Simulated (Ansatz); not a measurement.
The parent structure is Zn in the diamond structure (space group Fd-3m, No. 227; a hypothetical phase, not in the database extracts checked).

Space group Fd-3m, origin choice 1 (No. 227); a = 5.8268 Å, b = 5.8268 Å, c = 5.8268 Å, α = 90.00°, β = 90.00°, γ = 90.00°

```json
[
 {"atom": "Zn", "site": "8b", "symmetry": "-43m", "x": "0.5000", "y": "0.5000", "z": "0.5000"}
]
```
(The calculation used a cell of 2 atoms; values per cell refer to that cell.)

The values are results of Kohn–Sham DFT with the PBE functional, run in Ansatz (a quantum-chemistry and plane-wave program) with PAW and 420 eV plane waves, scalar-relativistic without spin-orbit coupling, not measurements.

Base values:

| Item | Result |
|---|---|
| Lattice parameter a | 5.827 Å |
| Band gap | zero |

One thing is altered: cell and atoms relaxed at a pressure of 1.5 GPa.

Question: Predict the new lattice parameter a.

Answer: The lattice parameter a shrinks by 0.100 Å to 5.727 Å.

Question: Estimate the effect on the band gap.

Answer: The band gap stays zero.

Load acts through the strain it causes; cell and atoms are relaxed under it. Whether these cells are dynamically stable was not tested.
